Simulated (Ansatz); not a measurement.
Consider ZnS (space group P4_2/mnm, No. 136; a = 6.5179 Å, c = 3.8080 Å; a hypothetical phase, not in the database extracts checked). Axes: x, y, z lie along a, b, c of the conventional cell.

Modification: tensile biaxial strain of 1.74 % in the plane normal to [001], as in epitaxy on a mismatched substrate; the out-of-plane cell vector and the atoms relax.

Levels (all Ansatz, a quantum-chemistry and plane-wave program, PAW): PBEsol (420 eV, scalar-relativistic without spin-orbit coupling); r2SCAN (500 eV, no SOC); HSE06 (420 eV, no SOC).

One geometry, relaxed with PBEsol, under each level:

```json
[
 {"level": "PBEsol", "band gap": "2.08 eV", "lowest conduction level above the VBM at special points": "Γ 2.08 eV; A 2.93 eV; X 3.49 eV; R 3.68 eV", "pressure": "-1.21 GPa"},
 {"level": "r2SCAN", "band gap": "…", "lowest conduction level above the VBM at special points": "…", "pressure": "…"},
 {"level": "HSE06", "band gap": "3.45 eV", "lowest conduction level above the VBM at special points": "Γ 3.45 eV; A 4.23 eV; X 4.88 eV", "pressure": "–"}
]
```

### Question
Give the withheld r2SCAN results.

### Answer

- r2SCAN, band gap: 2.76 eV
- r2SCAN, lowest conduction level above the VBM at special points: Γ 2.76 eV; A 3.47 eV; X 4.11 eV; R 4.17 eV
- r2SCAN, pressure: 0.03 GPa

Single points use the geometry relaxed with PBEsol. Their cutoffs differ, which shifts pressures a little. No phonon test of stability was made.
